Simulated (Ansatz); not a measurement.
Base system: TiO₂ in the anatase structure (space group I4_1/amd, No. 141; a = 3.799 Å, c = 9.701 Å).

All numbers come from PBE/PAW in Ansatz (a program for electronic structure), no spin-orbit coupling.

Before the change:

```
Item                             Result
-----------------------------  --------
Pressure                       0.00 GPa
Width of the top valence band   0.84 eV
```

Modification: the cell is scaled by 1.0180 in all directions; the atoms relax in the strained cell.

### Question
What happens to the pressure?

### Answer
The pressure (mean of the normal stresses, compression positive) goes from zero to -8.91 GPa.

### Question
What does the calculation give for the width of the top valence band after the change?

### Answer
The width of the top valence band shrinks by 0.12 eV, from 0.84 eV to 0.72 eV.

The levels and masses belong to the bands next to the band gap. Stability against distortions was not tested. The final runs are not spin-polarised.
